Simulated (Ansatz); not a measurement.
Tunnelling through a barrier is set by its complex band structure: the current falls as exp(−2κd) with the smallest κ.

Given:

```xyz
8
Lattice="4.5747 0.0000 0.0000 0.0000 4.5746 0.0000 0.0000 0.0000 12.9405" Properties=species:S:1:pos:R:3 pbc="T T T"
Te     1.1439     3.4310     8.0876
Te     3.4308     1.1437     4.8529
Te     3.4312     1.1437    11.3231
Te     1.1434     3.4310     1.6174
Pb     1.1440     3.4310    11.3230
Pb     3.4306     1.1437     1.6175
Pb     3.4314     1.1437     8.0877
Pb     1.1433     3.4310     4.8528
```

The cell was relaxed by PBE-D3(BJ); by r2SCAN it stands under a pressure of 1.3 GPa.

Transport runs along the normal of the first two printed cell vectors, the (100) plane of the conventional cell.

The gap is the functional's own, uncorrected, and κ follows it; spin-orbit coupling is left out. Mid-gap means the computed energy nearest the middle.

### Question
Give the band gap and the smallest decay constant κ at mid-gap that r2SCAN (Ansatz, a quantum-chemistry and plane-wave program) yields.

### Answer
Gap 1.03 eV on a 8×8×4 mesh; κ = 0.073 1/Å, at (0.500, 0.000) of the in-plane reciprocal vectors. At the zone centre the slowest state has κ = 0.10 1/Å.
